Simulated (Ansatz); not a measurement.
The starting structures come from a database of crystals and need not be the phases stable at ambient conditions.

The decay constant κ of evanescent states in the gap governs leakage through a thin film.

Input:

```yaml
crystal:
  lattice:
    - [8.52207, 0.00000, 0.00000]
    - [0.00000, 8.76521, 0.00000]
    - [4.26104, 0.00000, 2.46011]
  atoms:
    - { symbol: Na, position: [0.00000, 0.25000, 0.00000] }
    - { symbol: Na, position: [0.00000, 0.75000, 0.00000] }
    - { symbol: Na, position: [0.66667, 0.58022, 0.00000] }
    - { symbol: Na, position: [0.33333, 0.41978, 0.00000] }
    - { symbol: Na, position: [0.33333, 0.08022, 0.00000] }
    - { symbol: Na, position: [0.66667, 0.91978, 0.00000] }
    - { symbol: P, position: [0.66667, 0.25000, 0.00000] }
    - { symbol: P, position: [0.33333, 0.75000, 0.00000] }
```

Space group of this cell: P6_3/mmc. The cell is taken as given.

Transport runs along the normal of the first two printed cell vectors, the (110) plane of the conventional cell.

No gap correction and no spin-orbit coupling; mid-gap values are interpolated between computed energies.

**Question.** Estimate the band gap and the smallest decay constant κ at mid-gap that PBEsol run with Ansatz (a quantum-chemistry and plane-wave program) returns for this system.

**Answer.** Gap 0.45 eV on a 12×4×12 mesh; κ = 0.047 1/Å, at the zone centre.
